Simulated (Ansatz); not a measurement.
## K under a change: isotropic strain −0.50 %

The parent structure is K in the bcc (W type) structure (space group Im-3m, No. 229; a = 5.215 Å; relaxed with 0.1 eV smearing).

It is then changed as follows: the cell is scaled by 0.9950 in all directions; the atoms relax in the strained cell.

Level of theory: plane-wave PAW DFT at the PBEsol level (Ansatz, a program for electronic structure, 420 eV), without spin-orbit coupling. Settings: 18×18×18 k-points, 0.1 eV Fermi–Dirac smearing.

```csv
quantity,base,changed,shift
space group,Im-3m (No. 229),Im-3m (No. 229),–
energy relative to the base (free energy F),0 meV/atom,+0.3 meV/atom,+0.3 meV/atom
pressure,0.0 GPa,0.1 GPa,+0.1 GPa
band gap,zero,zero,–
```

Final structure:

```
K
1.0
   -2.59427     2.59427     2.59427
    2.59427    -2.59427     2.59427
    2.59427     2.59427    -2.59427
K
1
Direct
  0.00000   0.00000   0.00000
```

No phonon test of stability was made.
